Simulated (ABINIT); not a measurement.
Input and output of a self-consistent single point for NbH2 (Fm-3m, 3 atoms in the cell) (ABINIT).

Computed with PBEsol-D3(BJ), norm-conserving pseudopotentials (PseudoDojo nc-sr-04 PBEsol standard) (plane waves; ABINIT 10.0.3).

```yaml
crystal:
  lattice:
    - [0.00000, 2.28150, 2.28150]
    - [2.28150, 0.00000, 2.28150]
    - [2.28150, 2.28150, 0.00000]
  atoms:
    - { symbol: Nb, position: [0.00000, 0.00000, 0.00000] }
    - { symbol: H, position: [0.25000, 0.25000, 0.25000] }
    - { symbol: H, position: [0.75000, 0.75000, 0.75000] }
```

Reference input (self-consistent single point, DFT, PBEsol, plane waves, norm-conserving pseudopotentials (PseudoDojo nc-sr-04 PBEsol standard)): pseudos = [Nb.upf, H.upf]; ecut = 41 Ha; occopt = 3; tsmear = 0.05 eV; ngkpt = 8 8 8; nshiftk = 1; shiftk = 0 0 0; potentials = PseudoDojo nc-sr-04 PBEsol standard; nband = 13; kptopt = 1; nstep = 50; tolvrs = 1e-11. This run's input differs from it in these lines:

```diff
@@ -17,2 +17,4 @@
 ecut 41
+vdw_xc 7
+vdw_tol 1.0e-10
 occopt 3
```

Log, with long lists cut:

```
           vdw_xc           7
             xred      0.0000000000E+00  0.0000000000E+00  0.0000000000E+00
                       2.5000000000E-01  2.5000000000E-01  2.5000000000E-01
                       7.5000000000E-01  7.5000000000E-01  7.5000000000E-01
            znucl       41.00000    1.00000

 Perdew, Burke & Ernzerhof SOL
 J. P. Perdew, A. Ruzsinszky, G. I. Csonka, O. A. Vydrov, G. E. Scuseria, L. A. Constantin, X. Zhou, and K. Burke, Phys. Rev. Lett. 100, 136406 (2008)
 Perdew, Burke & Ernzerhof SOL
 J. P. Perdew, A. Ruzsinszky, G. I. Csonka, O. A. Vydrov, G. E. Scuseria, L. A. Constantin, X. Zhou, and K. Burke, Phys. Rev. Lett. 100, 136406 (2008)

 chkinp : ERROR -
  Van der Waals DFT-D correction (vdw_xc= 7) only available for the following XC functionals:
      GGA-PBE, GGA-BLYP, GGA-BP86, mGGA-TPSS, GGA-RevPBE, PBE0
  Action: change your pseudopotential file.

--- !ERROR
src_file: m_chkinp.F90
src_line: 4218
mpi_rank: 0
message: |
    Checking consistency of input data against itself gave 1 inconsistency.
    The details of the problem can be found above (or in output or log file).
    In parallel, the details might not even be printed there. Then, try running in sequential to see the details.
...

 abinit_abort: decision taken to exit. Check above messages for more info
Abort(13) on node 0 (rank 0 in comm 0): application called MPI_Abort(MPI_COMM_WORLD, 13) - process 0

 chkinp : ERROR -
  Van der Waals DFT-D correction (vdw_xc= 7) only available for the following XC functionals:
      GGA-PBE, GGA-BLYP, GGA-BP86, mGGA-TPSS, GGA-RevPBE, PBE0
  Action: change your pseudopotential file.

--- !ERROR
src_file: m_chkinp.F90
src_line: 4218
mpi_rank: 0
message: |
    Checking consistency of input data against itself gave 1 inconsistency.
    The details of the problem can be found above (or in output or log file).
    In parallel, the details might not even be printed there. Then, try running in sequential to see the details.
...
```

The program stopped before any SCF iteration. 

The starting cell comes from a database of published, mostly measured structures (it also holds non-ambient and calculated ones), without a prior relaxation at this level.
